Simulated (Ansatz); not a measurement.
Levels about the gap of amorphous Hf10Si10O40 (60 atoms in a cell of 840 Å³, 5.35 g/cm³; zone centre alone, so wide bands show as single levels with stretches between that a denser mesh fills), at the geometry that PBE relaxed, where it gives 0.1 GPa on a denser mesh. The participation number counts the atoms over which a state spreads; weights are charges in smoothed Voronoi cells. The levels come from a single point, so bond lengths are those of that geometry. Method of the levels: r2SCAN, scalar-relativistic without spin-orbit coupling (Ansatz, a first-principles code). Sampling: the zone centre alone; Fermi-Dirac width 0.02 eV; no spin polarisation. At PBE the levels at the filled edge of the gap are localised (band-tail or defect states).

The cell was made by melting and quenching with the CHGNet potential and then relaxed with DFT. O atoms were pushed apart under 1.9 Å during the dynamics, to hinder bonds among them. The hot cell started wider than the set density and was brought back towards it in steps. It is the lowest in DFT energy of 2 quenches. It is a model cell: composition and starting density were chosen by hand, and all elements were melted together. No dispersion term was used. Its density started from a set value of 5.40 and ended at 5.35 g/cm³. Cooling (nominally 91 K/ps over its main leg) ran many orders faster than in experiment, which tends to leave more defects and strain. One small periodic cell is one sample of the glass; other quenches scatter about these values. The volume was free in the relaxation, at fixed shape. Stress components on the final sampling reach 0.8 GPa.

| E - E(highest filled), eV | filling | participation number | largest on | weight O | weight Hf | weight Si |
|---|---|---|---|---|---|---|
| -0.33 | filled | 15.6 | O, 2 neighbours | 0.95 | 0.03 | 0.02 |
| -0.27 | filled | 13.1 | O, 2 neighbours | 0.95 | 0.03 | 0.02 |
| -0.18 | filled | 11.3 | O, 2 neighbours | 0.96 | 0.03 | 0.02 |
| -0.16 | filled | 13.9 | O, 2 neighbours | 0.95 | 0.03 | 0.02 |
| -0.08 | filled | 11.4 | O, 2 neighbours | 0.96 | 0.02 | 0.02 |
| -0.04 | filled | 7.4 | O, 2 neighbours | 0.94 | 0.05 | 0.01 |
| 0.00 | filled | 8.8 | O, 3 neighbours | 0.95 | 0.03 | 0.02 |
| 4.86 | empty | 19.7 | Hf, 6 neighbours | 0.51 | 0.44 | 0.05 |
| 5.06 | empty | 8.0 | Hf, 7 neighbours | 0.38 | 0.60 | 0.02 |
| 5.43 | empty | 20.2 | Hf, 6 neighbours | 0.46 | 0.50 | 0.04 |
| 5.47 | empty | 12.5 | Hf, 6 neighbours | 0.38 | 0.59 | 0.03 |
| 5.54 | empty | 9.6 | Hf, 6 neighbours | 0.34 | 0.63 | 0.02 |
| 5.67 | empty | 8.3 | Hf, 7 neighbours | 0.33 | 0.65 | 0.02 |
| 5.75 | empty | 14.6 | Hf, 6 neighbours | 0.35 | 0.63 | 0.03 |

Most localised among these is the filled level at -0.04 eV, on a O atom, which has 2 neighbours (Hf 1.92 Å, Hf 2.00 Å).
